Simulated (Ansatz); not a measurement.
System: HoPt₂ (Fd-3m, No. 227). Method: PBEsol (PAW; Ansatz, a program for electronic structure).

Settings: plane-wave cutoff 520 eV, 12×12×12 k mesh, Fermi–Dirac smearing 0.05 eV, spin-polarised with parallel moments, scalar-relativistic PAW data made under PBE.

Computed at the level's own relaxed cell.

Problem. Predict the lattice parameter a and bulk modulus.

Solution. 
- lattice parameter a: 7.589 Å
- bulk modulus: 171 GPa

The run finds no gap.

Note: the magnetic order was assumed, not searched for or taken from measurement; the 4f shell is treated without U or exact exchange, so its levels and filling can be wrong; the bulk modulus is −V dP/dV from two relaxed cells at ±2 % in volume.

Spin–orbit coupling is not included.

The computed numbers hold no vibrational or temperature effects.

The result took about 8 core-minutes (a rough figure).
